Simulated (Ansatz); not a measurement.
**Effect of pressure 5 GPa on TiN**

The reference is TiN in the rock salt structure (space group Fm-3m, No. 225; a = 4.247 Å).

One thing is altered: cell and atoms relaxed at a pressure of 5 GPa.

Method: PBE (Ansatz, a first-principles code, PAW, scalar-relativistic without spin-orbit coupling). Settings: 19×19×19 k-points, 0.05 eV Fermi–Dirac smearing.

```json
[
 {"quantity": "volume per atom", "base": "9.58 Å³", "changed": "9.41 Å³", "shift": "-0.17 Å³"},
 {"quantity": "density", "base": "5.36 g/cm³", "changed": "5.46 g/cm³", "shift": "+0.094 g/cm³"},
 {"quantity": "lattice parameter a", "base": "4.247 Å", "changed": "4.222 Å", "shift": "-0.025 Å"},
 {"quantity": "shortest interatomic distance", "base": "2.124 Å", "changed": "2.111 Å", "shift": "-0.0123 Å"},
 {"quantity": "enthalpy H = E + PV relative to the base's energy", "base": "–", "changed": "+0.30 eV/atom", "shift": "–"},
 {"quantity": "band gap", "base": "zero", "changed": "zero", "shift": "–"}
]
```

Load acts through the strain it causes; cell and atoms are relaxed under it. Stability against distortions was not tested. Competing high-pressure phases were not computed. The base started in Pnma and relaxed to Fm-3m at this level. All final runs are without spin polarisation. An odd electron count without spin: TiN.
